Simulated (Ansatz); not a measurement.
Band structure of MgV2O4 (P-1, 7 atoms in the cell).

```xyz
7
Lattice="3.0657 0.0000 0.0000 -0.0095 5.2531 0.0000 -1.5180 -1.2686 4.9080" Properties=species:S:1:pos:R:3 pbc="T T T"
Mg    -0.0047     2.6265     0.0000
V      1.5328     3.3324     2.6385
V      0.0055     0.6521     2.2695
O      1.5406    -0.0911     3.4200
O     -0.0023     4.0756     1.4880
O      0.0056     2.2462     3.6424
O      1.5327     1.7383     1.2656
```
Moments meant for the start (each program seeds them in its own way; μB, in the order of the atoms Mg V V O O O O): 0.0 2.0 2.0 0.0 0.0 0.0 0.0.

Method of the run: PBEsol, PAW files made with PBE (plane waves; Ansatz, an electronic-structure program).

Settings: kpoints.mp_grid.grid = 4 3 3; hamiltonian.xc = pbesol; hamiltonian.pseudopotentials = {kind: paw} (the program's default PAW files); magnetization.spin_polarized = true; scf.occupations.method = fermi_dirac; scf.occupations.width = 0.05 eV; kpoints.band_path.path = [[0.5, 0.0, 0.0], [0.0, 0.0, 0.0], [0.0, -0.5, 0.0]]; kpoints.band_path.npoints = 8.

The starting cell comes from a database of computed structures (which also holds hypothetical and non-ambient phases and stackings), without a prior relaxation at this level. Its lattice was rescaled by a random factor within 2.5 % of one. The magnetic order is the one reached from the typed start; others were not searched systematically.

Levels in eV from the Fermi level, bands 29 to 36 of the first spin channel:
```
point     29     30     31     32    33    34    35    36
-----  -----  -----  -----  -----  ----  ----  ----  ----
X      -0.47  -0.37  -0.14  -0.12  0.04  0.05  1.84  2.03
Γ      -0.95  -0.87  -0.79  -0.11  0.05  0.20  2.05  2.23
Y      -1.06  -0.72  -0.40  -0.21  0.04  0.40  1.54  1.78
```

No band crosses the Fermi level by more than 0.03 eV along this path.

The net moment of the cell came out as 4.00 μB.

Keys are those of Ansatz 0.2.
